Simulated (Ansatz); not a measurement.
WS2, response to strain

The parent structure is WS2 (space group P6_3/mmc, No. 194; a = 3.115 Å, c = 11.772 Å; layered, stacked along the Cartesian z axis).

Strains are applied to the cell and any free atomic positions relax.

Calculations: Ansatz (a program for electronic structure), PBEsol-D3(BJ), PAW, cutoff 420 eV, without spin-orbit coupling.

Notes on the quantities. energy relative to the base: free energy F.

| isotropic strain (%) | energy relative to the base (meV/atom) |
|---|---|
| 0 | 0.0 |
| 0.6 | ? |
| 1.2 | 5.9 |
| 1.8 | 13.0 |
| 2.4 | 22.7 |

Q: Fit ΔE = Aε² + Bε³ (ε in %) to the rows shown and predict the withheld row.

A: Least squares on the printed values gives A = 4.24 and B = -0.12 meV/atom (largest residual 0.0 meV/atom); this predicts 1.5 meV/atom, and the run gives 1.5 meV/atom, in agreement.

Whether these cells are dynamically stable was not tested.
